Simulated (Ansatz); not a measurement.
Consider ZnS in the wurtzite structure (space group P6_3mc, No. 186).

```
ZnS
1.0
    3.78216     0.00000     0.00000
   -1.89108     3.27545     0.00000
    0.00000     0.00000     6.20765
Zn S
2 2
Cartesian
  0.00000   2.18363   0.00261
  1.89108   1.09182   3.10644
  0.00000   2.18363   2.32526
  1.89108   1.09182   5.42909
```

Cartesian axes are those of the cell as printed.

Computed with PBEsol (Ansatz, an electronic-structure program, PAW, no spin-orbit coupling).

Strains are applied to the cell and any free atomic positions relax.

One change was made to it. Results:

```json
[
 {"quantity": "shortest interatomic distance", "base": "2.319 Å", "after": "2.315 Å"},
 {"quantity": "valence-band top at Γ (three highest levels, from the VBM)", "base": "0.00, 0.00, -0.09 eV", "after": "0.00, 0.00, -0.06 eV"},
 {"quantity": "energy relative to the base (free energy F)", "base": "0 meV/atom", "after": "+0.3 meV/atom"}
]
```

Task: Which change produced these results?
A. uniaxial strain ε_zz = −2.40 %
B. uniaxial strain ε_zz = −3.00 %
C. uniaxial strain ε_zz = −1.80 %
D. uniaxial strain ε_zz = −0.60 %

Result: D, uniaxial strain ε_zz = −0.60 %. For comparison, the valence-band top at Γ in the other runs: uniaxial strain ε_zz = −1.80 % gives 0.00, 0.00, 0.00 eV; uniaxial strain ε_zz = −3.00 % gives 0.00, -0.05, -0.05 eV; uniaxial strain ε_zz = −2.40 % gives 0.00, -0.03, -0.03 eV.

The levels and masses belong to the bands next to the band gap. Whether these cells are dynamically stable was not tested.
